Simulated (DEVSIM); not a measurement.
System: illuminated Si n-on-p cell, one wavelength, with a back-surface field, at 300 K.

Layer 1 from the left is Si, thickness (μm) 0.230, Nd (cm⁻³) 1.2e17, τn (s) 1.2e-7, τp (s) 7.5e-7, absorption coefficient (cm⁻¹) 360. Layer 2 from the left is Si, thickness (μm) 130, Na (cm⁻³) 8.5e16, τn (s) 9.9e-6, τp (s) 9.9e-6, absorption coefficient (cm⁻¹) 360. Layer 3 from the left is Si, thickness (μm) 0.100, Na (cm⁻³) 3.3e18, τn (s) 9.9e-6, τp (s) 9.9e-6, absorption coefficient (cm⁻¹) 360.

Left contact: ohmic, minority hole recombination velocity 10 cm/s. Right contact: ohmic, minority electron recombination velocity 3e5 cm/s. Voltage is applied to the left contact. Recombination: SRH at mid-gap, radiative, Auger. Gap narrowing is on: ΔEg = 6.92 meV × (l + √(l² + 0.5)), l = ln(N/1.3e17 cm⁻³), shared equally by both band edges. Light enters at the left, 3.8e17 photons cm⁻² s⁻¹, one pass, no reflection. Mobility is constant in doping.

The device is made up for the run: typed textbook-type constants, with dimensions and the other settings drawn at random. Values at 300 K.

Si: gap (eV) 1.124, affinity (eV) 4.05, permittivity 11.7, Nc (cm⁻³) 2.86e19, Nv (cm⁻³) 3.1e19, μn (cm²/Vs) 1417, μp (cm²/Vs) 470, B (cm³/s) 4.7e-15, Cn (cm⁶/s) 2.8e-31, Cp (cm⁶/s) 9.9e-32.

Model (solved in DEVSIM): 1D drift-diffusion, Boltzmann statistics, complete ionisation; no tunnelling, impact ionisation, image-force lowering or self-heating.

Q: What does the simulation give for the dark forward voltage at 1 A/cm², the potential step across the device at zero bias, the open-circuit voltage?

A: dark forward voltage at 1 A/cm² 0.722 V; potential step across the device at zero bias 0.900 V; open-circuit voltage 0.643 V.
